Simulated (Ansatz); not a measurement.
Ansatz (a first-principles code) run on Al2Ru (C2, 6 atoms in the cell): relaxation of the atoms.

Method: LDA (PW92), default PAW files made with PBE (plane waves; Ansatz).

The change in words: one atom moved by 0.15 angstrom; relax: default → atoms; relax.f_tol: default → 0.005 eV/Å. Reference geometry:
```yaml
crystal:
  lattice:
    - [0.00000, 4.00978, 4.41348]
    - [2.36424, 0.00000, 4.41348]
    - [2.36424, 4.00978, 0.00000]
  atoms:
    - { symbol: Al, position: [0.07906, 0.42094, 0.07906] }
    - { symbol: Al, position: [0.42094, 0.07906, 0.42094] }
    - { symbol: Al, position: [0.17094, 0.82906, 0.17094] }
    - { symbol: Al, position: [0.82906, 0.17094, 0.82906] }
    - { symbol: Ru, position: [0.75000, 0.75000, 0.75000] }
    - { symbol: Ru, position: [0.50000, 0.50000, 0.50000] }
```

Reference input (self-consistent single point, DFT, LDA (PW92), plane waves, default PAW files made with PBE): basis.ecutwfc = 420 eV; kpoints.mp_grid.grid = 7 7 7; hamiltonian.xc = lda; hamiltonian.pseudopotentials = {kind: paw} (the program's default PAW files); scf.occupations.method = fermi_dirac; scf.occupations.width = 0.1 eV. This run's input differs from it in these lines:

```diff
@@ -11,3 +11,3 @@
     - { symbol: Al, position: [0.82906000, 0.17094000, 0.82906000] }
-    - { symbol: Ru, position: [0.75000000, 0.75000000, 0.75000000] }
+    - { symbol: Ru, position: [0.76699300, 0.76699300, 0.73300700] }
     - { symbol: Ru, position: [0.50000000, 0.50000000, 0.50000000] }
@@ -26,2 +26,4 @@
     width: 0.1
+relax:
+  f_tol: 0.005
 output:
```

Output (repeated stretches shortened):

```
   [... SCF lines of the steps left out ...]
relax step   1: F+E_penalty+E_count = -13572.09794885 eV  Δ(F+E_penalty+E_count) = +0.000e0 eV  max|allowed force component| = 2.173e0 eV/Å  Δτ_max = 0.0000 Å  (6 SCF iters, dr2 threshold 6.25e-7 eV, accepted)
relax step   2: F+E_penalty+E_count = -13572.17686099 eV  Δ(F+E_penalty+E_count) = -7.891e-2 eV  max|allowed force component| = 1.075e0 eV/Å  Δτ_max = 0.1623 Å  (6 SCF iters, dr2 threshold 1.00e-4 eV, accepted)
   [... lines left out ...]
relax step   5: F+E_penalty+E_count = -13572.26048029 eV  Δ(F+E_penalty+E_count) = -4.419e-6 eV  max|allowed force component| = 7.222e-3 eV/Å  Δτ_max = 0.0013 Å  (6 SCF iters, accepted)
relax step   6: F+E_penalty+E_count = -13572.26049013 eV  Δ(F+E_penalty+E_count) = -9.839e-6 eV  max|allowed force component| = 8.857e-5 eV/Å  Δτ_max = 0.0007 Å  (6 SCF iters, dr2 threshold 5.22e-8 eV, accepted)
relax step   7: F+E_penalty+E_count = -13572.26049013 eV  Δ(F+E_penalty+E_count) = +0.000e0 eV  max|allowed force component| = 8.878e-5 eV/Å  Δτ_max = 0.0000 Å  (6 SCF iters, accepted)
the relaxation is at rest under the 2 symmetry operations that the run kept from its start: a minimum is not shown …
Stability not checked: this state was not tested for a lower state beside it, because too few of the mixer's solves of this state at the end of the SCF gave a …
Free energy (F): -13572.260490 eV
Internal energy: -13572.254360 eV  (E = F + TS)
E sigma→0 (E₀):  -13572.257425 eV
Entropy (-TS):   -0.006130 eV (-1.022 meV/atom)
Fermi energy:    13.521341 eV
--- Forces (eV/Å), atoms counted from 1 ---
  atom   1  Al     0.00005852    -0.00008878     0.00003332
   [... lines left out ...]
    - { symbol: Al, position: [0.17466486379668278, 0.8309994831099698, 0.16900154820788904] }
    - { symbol: Al, position: [0.8309994831099697, 0.1746648637966829, 0.8253341048854581] }
    - { symbol: Ru, position: [0.7528325094829433, 0.7528325094829436, 0.7471674905170566] }
    - { symbol: Ru, position: [0.5028322015314963, 0.5028322015314965, 0.49716779846850356] }
```

The run converged.  The full log also holds: “iter 2 did not close the SCF: its close was put off for the readings that it lacked (scf_convergence_deferred on its scf_iter line)”. The full log also holds: “iter 3 did not close the SCF: its close was put off for the readings that it lacked (scf_convergence_deferred on its scf_iter line)”.

Summary of the result:
```
Item                                                     Result
-----------------------------------------------  --------------
Free energy E − TS (on the zero of these files)  -13572.2605 eV
Pressure                                              -7.09 GPa
Relaxation steps                                              7
```

The starting cell comes from a database of computed structures (which also holds hypothetical and non-ambient phases and stackings), without a prior relaxation at this level. Its lattice was rescaled by up to half a per cent. For this run, on top of that: one atom moved by 0.15 angstrom. Spin polarisation is off. Ansatz's pressure includes its estimate of the finite-basis (Pulay) stress.

Cost on one core of a shared machine: roughly 70 s.

Keys are those of Ansatz 0.2.
